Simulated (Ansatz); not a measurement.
Amorphous In22WO36, 59 atoms at 6.76 g/cm³, one PBE-relaxed geometry, zone centre. Methods: PBE, scalar-relativistic without spin-orbit coupling (Ansatz, a program for electronic structure); r2SCAN, scalar-relativistic without spin-orbit coupling (Ansatz); HSE06, scalar-relativistic without spin-orbit coupling (Ansatz). Plane waves to 420 eV (r2SCAN 500 eV); exact exchange is cut at the cell's faces. At PBE the levels at the filled edge of the gap are localised (band-tail or defect states). All rungs ran without spin polarisation.

It comes from a melt-quench run on a machine-learned potential (CHGNet), relaxed afterwards by DFT. O atoms were pushed apart under 1.9 Å during the dynamics, to hinder bonds among them. The hot cell started wider than the set density and was brought back towards it in steps. It is the lowest in DFT energy of 2 quenches. It is a model cell: composition and starting density were chosen by hand, and all elements were melted together. No dispersion term was used. Its density started from a set value of 6.68 and ended at 6.76 g/cm³. The simulated quench (nominally 51 K/ps over its main leg) is rapid and tends to freeze in more defects than a deposited or slowly cooled glass has. One small periodic cell is one sample of the glass; other quenches scatter about these values. Volume and shape were free in the relaxation.

The relaxation ran on the zone centre alone. At PBE the level gap is 0.65 eV on a 2×2×2 Γ-centred mesh, and the spacing at the zone centre alone 0.67 eV.

Task: What zone-centre spacing does r2SCAN give, roughly?

Result: 1.17 eV (+0.50 eV against PBE).

Task: What zone-centre spacing does HSE06 give, roughly?

Result: 2.16 eV (+1.49 eV against PBE).

The highest filled and the lowest empty state spread over these numbers of atoms (participation numbers): PBE: 4.2 and 54.0; r2SCAN: 5.2 and 52.8; HSE06: 9.7 and 52.2.
